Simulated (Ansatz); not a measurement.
## ZnS: tensor shear ε_xy = +0.29 %

Base system: ZnS in the zinc blende structure (space group F-43m, No. 216; a = 5.297 Å). Axes: x, y, z lie along the cube axes.

Modification: tensor shear ε_xy = +0.29 % (engineering shear γ = 0.0058); the atoms relax in the strained cell.

Calculations: Kohn–Sham DFT with the LDA functional, run in Ansatz (an electronic-structure program) with PAW and 420 eV plane waves, without spin-orbit coupling. Settings: 11×11×11 k-points, 0.05 eV Fermi–Dirac smearing.

| quantity | base | changed | shift |
|---|---|---|---|
| volume per atom | 18.58 Å³ | 18.58 Å³ | 0.00 Å³ |
| space group | F-43m (No. 216) | Imm2 (No. 44) | – |
| energy relative to the base (free energy F) | 0 meV/atom | +0.1 meV/atom | +0.1 meV/atom |
| pressure (mean of the normal stresses, compression positive) | -0.01 GPa | -0.01 GPa | 0.00 GPa |
| band gap | 2.13 eV | 2.11 eV | -0.02 eV |
| gap character | direct at Γ | direct at Γ | – |
| electron mass | 0.17 mₑ (at Γ) | 0.17 mₑ (at Γ) | – |
| valence-band top at Γ (three highest levels, from the VBM) | 0.00, 0.00, 0.00 eV | 0.00, -0.02, -0.03 eV | – |
| valley order (the lowest conduction-band minima on the path, energy above the VBM, named in the base's zone) | Γ 2.13 eV; X along ⟨100⟩ 3.05 eV; L along ⟨111⟩ 3.20 eV | Γ 2.11 eV; X along [001] 3.03 eV; X along [010] 3.03 eV; L along [1-11] 3.16 eV | – |
| stress (xx, yy, zz, yz, xz, xy; compression positive) | – | (-0.01, -0.01, -0.01, 0.00, 0.00, -0.30) GPa | – |

Final structure:

```yaml
crystal:
  lattice:
    - [0.00768, 2.64841, 2.64841]
    - [2.64841, 0.00768, 2.64841]
    - [2.65609, 2.65609, 0.00000]
  atoms:
    - { symbol: Zn, position: [0.99945, 0.99945, 0.00055] }
    - { symbol: S, position: [0.75055, 0.75055, 0.74945] }
```

Cost of the whole job for the changed cell (relaxation, final SCF and bands): roughly 40 core-seconds.

Effective masses come from finite differences of ±0.01 Å⁻¹. Whether these cells are dynamically stable was not tested. k-point labels follow each cell's own Brillouin zone.
